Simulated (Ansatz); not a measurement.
ZnSe: response to strain

Take ZnSe in the zinc blende structure (space group F-43m, No. 216; a = 5.568 Å) as the base. Axes: x, y, z lie along the cube axes.

Strains are applied to the cell and any free atomic positions relax.

Level of theory: LDA in Ansatz (plane waves to 420 eV, PAW, no SOC).

Candidates:
(a) tensor shear ε_xy = +1.71 %
(b) tensor shear ε_xy = +1.14 %
(c) tensor shear ε_xy = +1.43 %
(d) tensor shear ε_xy = +0.57 %

For the base:

```
Property    Value
--------  -------
Band gap  1.25 eV
```

Question: Order them by band gap, lowest first.

Answer: (a) tensor shear ε_xy = +1.71 % (1.13 eV), (c) tensor shear ε_xy = +1.43 % (1.15 eV), (b) tensor shear ε_xy = +1.14 % (1.17 eV), (d) tensor shear ε_xy = +0.57 % (1.21 eV)

Whether these cells are dynamically stable was not tested.

Ansatz is a quantum-chemistry and plane-wave program.
